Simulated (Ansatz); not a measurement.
Take Ta in the bcc (W type) structure (space group Im-3m, No. 229; a = 3.2823 Å; relaxed with 0.1 eV smearing) as the base. Axes: x, y, z lie along the cube axes.

Calculations: Ansatz (an electronic-structure program) PBEsol, spin-orbit coupling left out.

Strains are applied to the cell and any free atomic positions relax; under biaxial strain the out-of-plane vector relaxes too.

One change was made to it. Results:

| quantity | base | after |
|---|---|---|
| energy relative to the base (free energy F) | 0 meV/atom | +24 meV/atom |
| pressure (mean of the normal stresses, compression positive) | 0.0 GPa | -7.6 GPa |

Q: What was done to the base?
A) biaxial strain +3.63 %, plane normal [110], relaxed out of plane
B) isotropic strain −1.83 %
C) uniaxial strain ε_zz = +4.11 %

A: C, uniaxial strain ε_zz = +4.11 %. For comparison, the energy relative to the base in the other runs: biaxial strain +3.63 %, plane normal [110], relaxed out of plane gives +36 meV/atom; isotropic strain −1.83 % gives +36 meV/atom.

Stability against distortions was not tested. All final runs are without spin polarisation.
